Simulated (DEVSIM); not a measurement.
System: Schottky contact on n-type GaN, at 300 K.

```
layer (left to right)  material  thickness (μm)  Nd (cm⁻³)  τn (s)  τp (s)
---------------------  --------  --------------  ---------  ------  ------
1                           GaN            18.0     1.5e17  1.1e-8  1.1e-8
```

Left contact: Schottky, work function 5.29 eV, emission velocity 6.4e6 cm/s. Right contact: ohmic. Voltage is applied to the left contact. Recombination: SRH at mid-gap, radiative. Mobility is μmin + (μ − μmin)/(1 + (N/Nref)^α).

This is a model device: material constants are rounded textbook-type values typed into the input, and sizes, dopings and lifetimes were drawn at random. Values at 300 K.

| parameter | GaN |
|---|---|
| gap (eV) | 3.43 |
| affinity (eV) | 4.1 |
| permittivity | 9.5 |
| Nc (cm⁻³) | 2.3e18 |
| Nv (cm⁻³) | 4.6e19 |
| μn (cm²/Vs) | 1200 |
| μp (cm²/Vs) | 100 |
| μn,min | 55 |
| μp,min | 3 |
| Nref,n | 2e17 |
| Nref,p | 3e17 |
| αn | 1 |
| αp | 2 |
| B (cm³/s) | 1e-11 |

Simulated with DEVSIM: 1D drift-diffusion, Boltzmann statistics, complete ionisation; no tunnelling, impact ionisation, image-force lowering or self-heating. Metal contacts follow the ideal Schottky-Mott rule: no Fermi-level pinning, no interface dipoles.

Q: Tabulate band edges, carrier densities and field at 1.15 V on the left contact.

A: Energies count from the Fermi level of the right contact; mesh points crowd at the junctions.

```
x (μm)   Ec (eV)  Ev (eV)  n (cm⁻³)  p (cm⁻³)  field (V/cm)
-------  -------  -------  --------  --------  ------------
0.000      0.040   -3.390    1.4e15     < 1e2        -71000
0.01679   -0.044   -3.474    4.0e16     < 1e2        -29000
0.04253   -0.075   -3.505    1.3e17     < 1e2         -2800
0.08898   -0.077   -3.507    1.5e17     < 1e2            59
0.2018    -0.076   -3.506    1.5e17     < 1e2            82
0.3594    -0.075   -3.505    1.5e17     < 1e2            82
0.6009    -0.073   -3.503    1.5e17     < 1e2            82
1.224     -0.068   -3.498    1.5e17     < 1e2            82
2.096     -0.061   -3.491    1.5e17     < 1e2            82
3.574     -0.048   -3.478    1.5e17     < 1e2            82
5.841     -0.030   -3.460    1.5e17     < 1e2            82
10.96      0.012   -3.417    1.5e17     < 1e2            82
13.86      0.036   -3.394    1.5e17     < 1e2            82
15.57      0.051   -3.380    1.5e17     < 1e2            82
16.80      0.061   -3.369    1.5e17     < 1e2            82
17.27      0.065   -3.365    1.5e17     < 1e2            82
17.58      0.067   -3.363    1.5e17     < 1e2            82
17.76      0.069   -3.361    1.5e17     < 1e2            82
17.89      0.070   -3.360    1.5e17     < 1e2            82
17.94      0.070   -3.360    1.5e17     < 1e2            82
17.98      0.070   -3.360    1.5e17     < 1e2            82
18.00      0.071   -3.359    1.5e17     < 1e2            82
```
